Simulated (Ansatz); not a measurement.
Ansatz (an electronic-structure program) run on NbC (Fm-3m, 2 atoms in the cell): self-consistent single point.

Computed with PBEsol, default PAW files made with PBE (plane waves; Ansatz).

```
NbC
1.0
    0.00000     2.23500     2.23500
    2.23500     0.00000     2.23500
    2.23500     2.23500     0.00000
Nb C
1 1
Direct
  0.00000   0.00000   0.00000
  0.50000   0.50000   0.50000
```

Reference input (self-consistent single point, DFT, PBE, plane waves, default PAW files): kpoints.mp_grid.grid = 17 17 17; hamiltonian.xc = pbe; hamiltonian.pseudopotentials = {kind: paw} (the program's default PAW files); scf.occupations.method = fermi_dirac; scf.occupations.width = 0.05 eV. This run's input differs from it in these lines:

Ansatz 0.2 input:
```diff
@@ -12,3 +12,3 @@
 hamiltonian:
-  xc: pbe
+  xc: pbesol
   pseudopotentials: { kind: paw }
```

The program printed (abridged):

```
SCF iter   1: F=—  HF=-4743.387474 eV  |F-HF|=—  |Δ(HF+E_count)|=         —  Δρ=5.43e-3  dr2=6.18e-3  ethr=1.77e-3  ⟨swp⟩=5.1  Hψ=25457  notcnv=0  defer=26
all-band conjugate gradients solve this SCF's bands
automatic band count: the SCF goes on with 17 bands, as 13 were too few: the levels above may hold too much charge
preconditioner: auto → none
   [... lines left out ...]
SCF iter   4: F=—  HF=-4743.385717 eV  |F-HF|=—  |Δ(HF+E_count)|=   1.01e-5  Δρ=9.90e-5  dr2=1.42e-6  ethr=1.83e-7  ⟨swp⟩=2.9  Hψ=3816  notcnv=0  defer=116
iter 5 did not close the SCF: its close was put off for the readings that it lacked (scf_convergence_deferred on its scf_iter line)
SCF iter   5: F=-4743.385717 eV  HF=-4743.385717 eV  |F-HF|=1.91e-8  |Δ(HF+E_count)|=   5.74e-8  Δρ=1.39e-5  dr2=2.84e-8  ethr=8.35e-9  ⟨swp⟩=1.7  Hψ=2886  notcnv=0  defer=116
SCF iter   6: F=-4743.385717 eV  HF=-4743.385717 eV  |F-HF|=4.00e-11  |Δ(HF+E_count)|=   1.16e-8  Δρ=1.18e-6  dr2=1.21e-10  ethr=1.67e-10  ⟨swp⟩=5.1  Hψ=11319  notcnv=0
SCF 1 converged in 6 iterations: F = -4743.385717 eV  dr2 = 1.21e-10
Free energy (F): -4743.385717 eV
Internal energy: -4743.380306 eV  (E = F + TS)
E sigma→0 (E₀):  -4743.383012 eV
Entropy (-TS):   -0.005411 eV (-2.705 meV/atom)
Fermi energy:    18.693666 eV
--- Forces (eV/Å), atoms counted from 1 ---
  atom   1  Nb    -0.00000000     0.00000000     0.00000000
  atom   2  C      0.00000000    -0.00000000    -0.00000000
--- Stress (GPa, compression-positive) ---
       -4.209661      -0.000000      -0.000000
       -0.000000      -4.209661      -0.000000
       -0.000000       0.000000      -4.209661
  P = ⅓ Tr σ = -4.2097 GPa (-42.097 kbar)
  The stress holds the Pulay correction. Without it, at fixed plane waves, as pw.x and ABINIT print it: P = -4.4369 GPa
```

The run converged in 6 iterations. Against the reference run the pressure goes from 3.10 to -4.21 GPa. The full log also holds: “iter 5 did not close the SCF: its close was put off for the readings that it lacked (scf_convergence_deferred on its scf_iter line)”.

The starting cell has typed, rounded lattice constants, without a prior relaxation at this level. Spin polarisation is off. With a pressure of about -4 GPa the cell is away from its equilibrium volume at this level. Ansatz's pressure includes its estimate of the finite-basis (Pulay) stress.
